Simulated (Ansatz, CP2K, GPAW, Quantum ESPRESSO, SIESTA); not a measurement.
One structure in several programs: CaMg2 (P-3m1, 6 atoms in the cell)

Self-consistent single point.

```
CaMg2
1.0
    3.44507     0.00000     0.00000
   -1.72253     2.98352     0.00000
    0.00000     0.00000    16.88730
Ca Mg
2 4
Direct
  0.66667   0.33333   0.09557
  0.33333   0.66667   0.90443
  0.33333   0.66667   0.26599
  0.66667   0.33333   0.73401
  0.66667   0.33333   0.42201
  0.33333   0.66667   0.57799
```

Shared settings, as Ansatz (a program for electronic structure) writes them: kpoints.mp_grid.grid = 8 8 2; scf.occupations.method = gaussian; scf.occupations.width = 0.0073 Ry. Potentials and cutoffs stand in the table.

| code | model | pressure (GPa) | largest force (eV/Å) | cutoff |
|---|---|---|---|---|
| CP2K | PBEsol, GPW, DZVP-MOLOPT-SR-GTH basis, GTH-PBE potentials (GTH_POTENTIALS) | 0.48 | 0.883 | grid 1000 Ry |
| Quantum ESPRESSO | PBEsol, GBRV 1.5 ultrasoft (PBESOL) pseudopotentials | -0.63 | 0.146 | 40 Ry |
| SIESTA | GGA PBEsol, numerical atomic orbitals DZP, PseudoDojo PBEsol standard norm-conserving potentials (rewritten from UPF to PSML) | 3.27 | 0.383 | grid 400 Ry |
| GPAW | PBEsol, GPAW PAW datasets PBEsol (made by gpaw-setup) | -0.55 | 0.149 | 850 eV |
| Ansatz | PBEsol, PAW files made with PBE | -0.63 | 0.146 | default |

Size of the force on each atom (eV/Å): Sizes of forces hide their directions.

```csv
code,Ca1,Ca2,Mg3,Mg4,Mg5,Mg6
CP2K,0.206,0.206,0.709,0.709,0.883,0.883
Quantum ESPRESSO,0.146,0.146,0.097,0.097,0.049,0.049
SIESTA,0.359,0.359,0.383,0.383,0.055,0.055
GPAW,0.149,0.149,0.105,0.105,0.048,0.048
Ansatz,0.146,0.146,0.097,0.097,0.049,0.049
```

The spread over the programs that give each value: pressure within 3.90 GPa; largest force within 0.737 eV/Å.

CP2K and SIESTA use small atom-centred bases, whose incompleteness enters pressures, forces and empty levels differently from a plane-wave cutoff. Ansatz's pressure is given at a fixed set of plane waves, as the other plane-wave codes print theirs. In the pressure, CP2K (by 1.11) and SIESTA (by 3.90) lie more than 1 GPa from the median of the plane-wave programs. In the force vectors, CP2K (by 0.932) and SIESTA (by 0.285) lie more than 0.08 eV/Å from the median of the plane-wave programs.

The starting cell comes from a database of computed structures (which also holds hypothetical and non-ambient phases and stackings), without a prior relaxation at this level.

Left out of this page: ABINIT (with a known weakness of the program).

Keys are those of Ansatz 0.2.
